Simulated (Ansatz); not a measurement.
```xyz
2
Lattice="4.1272 0.0000 0.0000 0.0000 4.1272 0.0000 2.0636 -2.0636 2.7596" Properties=species:S:1:pos:R:3 pbc="T T T"
Ga     0.0000     0.0000     0.0000
As     4.1272     2.0636     1.3798
```

No spin polarisation.

Computed with r2SCAN in Ansatz (plane waves to 500 eV, PAW, no spin-orbit coupling). Settings: 10×10×10 k-points, 0.05 eV Fermi–Dirac smearing.

**Question.** Predict the gap character.

**Answer.** Direct at Γ.

**Question.** Predict the electron mass.

**Answer.** 0.029 mₑ out of plane, 0.041 mₑ in plane (at Γ).

**Question.** Estimate the space group.

**Answer.** I-4m2 (No. 119).

The cells carry an imposed strain or load. Effective masses come from finite differences of ±0.01 Å⁻¹. Stability against distortions was not tested. The cell was made from GaAs in the zinc blende structure (space group F-43m, No. 216) by this change: biaxial strain +3.00 %, plane normal [001], relaxed out of plane.

Ansatz is a first-principles code.
